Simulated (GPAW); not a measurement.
GPAW run on Be2C (Fm-3m, 3 atoms in the cell): self-consistent single point.

Method: PBE, GPAW PAW datasets PBE (gpaw-data 1.0.1) (plane waves; GPAW).

The change in words: lattice scaled by 0.98. Reference geometry:
```
Be2C
1.0
    0.00000     2.17000     2.17000
    2.17000     0.00000     2.17000
    2.17000     2.17000     0.00000
Be C
2 1
Direct
  0.25000   0.25000   0.25000
  0.75000   0.75000   0.75000
  0.00000   0.00000   0.00000
```

Reference input (self-consistent single point, DFT PBE, plane waves, GPAW PAW datasets PBE (gpaw-data 1.0.1)): mode = pw; ecut = 950 eV; xc = PBE; kpts = 7 7 7; mesh shift (steps) = 0 0 0; occupations.name = fermi-dirac; occupations.width = 0.05 eV; nbands = -8; convergence.bands = -6; symmetry.symmorphic = false; symmetry.tolerance = 0.0005; maxiter = 120. This run's input differs from it in these lines:

```diff
@@ -5,5 +5,5 @@
 atoms = Atoms(['Be', 'Be', 'C'],
-              cell=[[0.000000, 2.170000, 2.170000],
-                    [2.170000, 0.000000, 2.170000],
-                    [2.170000, 2.170000, 0.000000]],
+              cell=[[0.000000, 2.126600, 2.126600],
+                    [2.126600, 0.000000, 2.126600],
+                    [2.126600, 2.126600, 0.000000]],
               scaled_positions=[[0.250000, 0.250000, 0.250000],
```

The program printed (abridged):

```
     iter     time        total  log10-change:
                         energy   eigst   dens
iter:   1 --:--:--   -18.122540   +0.70
iter:   2 --:--:--   -17.918393   -1.27  -0.71
iter:   3 --:--:--   -17.205109   -0.95  -0.75
iter:   4 --:--:--   -17.202919   -2.23  -1.20
iter:   5 --:--:--   -17.209622   -2.42  -1.38
iter:   6 --:--:--   -17.209751   -4.37  -2.55
iter:   7 --:--:--   -17.209752c  -5.17  -2.58
iter:   8 --:--:--   -17.209743c  -5.52  -3.28
iter:   9 --:--:--   -17.209743c  -8.07c -3.96
iter:  10 --:--:--   -17.209743c  -7.78c -4.10c
Converged after 10 iterations.

Dipole moment: (0.000000, -0.000000, -0.000000) |e|*Ang

Energy contributions relative to reference atoms: (reference = -1823.998063)

Kinetic:        +20.505560
Potential:      -14.804559
External:        +0.000000
XC:             -22.794483
Entropy (-ST):   -0.000000
Local:           -0.116261
SIC:             +0.000000
--------------------------
Free energy:    -17.209743
Extrapolated:   -17.209743

Showing only first 2 kpts
 Kpt  Band  Eigenvalues  Occupancy
  0     2      9.35286    2.00000
  0     3      9.35286    2.00000
  0     4     13.55807    0.00000
  0     5     13.55807    0.00000

  1     2      7.67152    2.00000
  1     3      8.04974    2.00000
  1     4     13.89295    0.00000
  1     5     15.67472    0.00000

Fermi level: 10.04890

Gap: 1.427 eV
Transition (v -> c):
   [... lines left out ...]
Direct gap: 4.205 eV
Transition at: (s=0, k=0, n=3, [0.00, 0.00, 0.00])
Energy (eV): -17.209743

Forces in eV/Ang:
  0 Be    0.00000    0.00000   -0.00000
  1 Be    0.00000    0.00000   -0.00000
  2 C     0.00000    0.00000   -0.00000

Stress tensor:
    -0.093547     0.000000     0.000000
     0.000000    -0.093547    -0.000000
     0.000000    -0.000000    -0.093547
Stress (GPa, Voigt): [-14.9879 -14.9879 -14.9879  -0.       0.       0.    ]
```

The run converged in 10 iterations. GPAW prints stress with tension positive. Against the reference run the free energy goes up by 19.8 meV/atom and the gap on the mesh goes from 1.394 to 1.427 eV.

At such cutoffs GPAW's stress carries a finite-basis (Pulay) error, which enters relaxed cells too; its log prints stress with tension positive.

The starting cell has typed, rounded lattice constants, without a prior relaxation at this level. For this run, on top of that: lattice scaled by 0.98.
